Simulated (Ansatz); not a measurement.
Abridged Ansatz (a program for electronic structure) output:

```
Relaxation: its limit of steps is 50 (relax.max_steps)
Pseudopotential: C, paw, valence charge 4
Crystal: 2 atoms, lattice volume = 11.291 Å³
Basis set: ecut = 420 eV, 229 PW (Γ), exchange–correlation on 36×36×36 points (8 copies of the dense FFT grid, shifted against one another)
Bands: 8, of which v1, the nominal top of the filled ones, is band 4 counted from 1 (3 counted from 0)
Symmetry: 12 space group operations
k-points: 417 of 4096
Functional: x = pbesol(κ = 0.804, μ = 0.12345679012345678), c = pbesol(β = 0.046)
SCF iter   1: F=—  HF=-493.335052 eV  |F-HF|=—  |Δ(HF+E_count)|=         —  Δρ=5.49e-3  dr2=2.78e-3  ethr=1.77e-3  ⟨swp⟩=4.7  Hψ=21549  notcnv=0
SCF iter   2: F=—  HF=-493.334338 eV  |F-HF|=—  |Δ(HF+E_count)|=   7.14e-4  Δρ=2.20e-3  dr2=4.42e-4  ethr=3.47e-5  ⟨swp⟩=1.0  Hψ=6702  notcnv=0
SCF 1 converged in 6 iterations: F = -493.334257 eV  dr2 = 1.69e-13
relax step   1: F+E_penalty+E_count = -493.33425725 eV  Δ(F+E_penalty+E_count) = +0.000e0 eV  max|allowed force component| = 2.752e-2 eV/Å  Δτ_max = 0.0000 Å  P = -2.766 GPa  Ω = 11.291 Å³  fix = [a, b, gamma]  reactions: a -5.169, b -5.169 GPa  (6 SCF iters, dr2 threshold 1.00e-7 eV, accepted)
[... steps on the carried basis left out ...]
relax step   6: F+E_penalty+E_count = -493.33438238 eV  Δ(F+E_penalty+E_count) = +1.648e-6 eV  max|allowed force component| = 1.739e-6 eV/Å  Δτ_max = 0.0000 Å  P = -3.498 GPa  Ω = 11.310 Å³  energy of the carried Pulay correction = -1.672e-6 eV  fix = [a, b, gamma]  reactions: a -5.247, b -5.247 GPa  (6 SCF iters, dr2 threshold 1.99e-9 eV, accepted)
Crystal: 2 atoms, lattice volume = 11.310 Å³
SCF iter   1: F=—  HF=-493.334384 eV  |F-HF|=—  |Δ(HF+E_count)|=         —  Δρ=4.79e-7  dr2=3.47e-12  ethr=2.10e-8  ⟨swp⟩=3.3  Hψ=32151  notcnv=0
SCF iter   2: F=—  HF=-493.334384 eV  |F-HF|=—  |Δ(HF+E_count)|=   6.78e-7  Δρ=2.39e-7  dr2=7.52e-13  ethr=4.34e-14 (applied; sched 1.00e-12)  ⟨swp⟩=2.9  Hψ=6046  notcnv=0
SCF 7 converged in 7 iterations: F = -493.334384 eV  dr2 = 2.31e-20
SCF converged after 7 iterations
Free energy (F): -493.334384 eV
Internal energy: -493.334384 eV  (E = F + TS)
E sigma→0 (E₀):  -493.334384 eV
Fermi energy:    15.333841 eV
--- Forces (eV/Å), atoms counted from 1 ---
  atom   1  C     -0.00000000     0.00000000    -0.00000455
  atom   2  C      0.00000000    -0.00000000     0.00000455
--- Stress (GPa, compression-positive) ---
       -5.246772       0.000000      -0.000000
        0.000000      -5.246772      -0.000000
       -0.000000      -0.000000       0.000987
  P = ⅓ Tr σ = -3.4975 GPa (-34.975 kbar)
--- Relaxed structure (5 steps of the walk, 5 accepted, 2 SCFs on fresh bases) ---
  cell:  # Å, volume = 11.3099 Å³
    - [2.5234663027891493, 6.70887885968136e-51, 7.221076761579573e-35]
    - [1.2617331513945746, 2.1853859238093976, -1.4476840357174608e-16]
    - [1.2617331513945746, -0.7284619746031324, 2.0508381626465937]
  atoms:
    - { symbol: C, position: [8.400442587539917e-5, -4.200221293769958e-5, -0.00012600663881309876] }
    - { symbol: C, position: [0.49991599557412447, 0.2500420022129377, 0.7501260066388131] }
```

What was computed, and what are the main results?

C, 2 atoms in the cell, with Kohn–Sham DFT with the PBEsol functional, run in Ansatz with PAW and 420 eV plane waves, no spin-orbit coupling. The last SCF converged to F = -493.334384 eV, or -246.6672 eV per atom, at a pressure of -3.50 GPa. The total energy compares only with runs of the same code, potentials and settings.

The cells carry an imposed strain or load. Whether these cells are dynamically stable was not tested. The cell was made from C in the diamond structure (space group Fd-3m, No. 227) by this change: biaxial strain +0.42 %, plane normal [111], relaxed out of plane.

Keys are those of Ansatz 0.2.
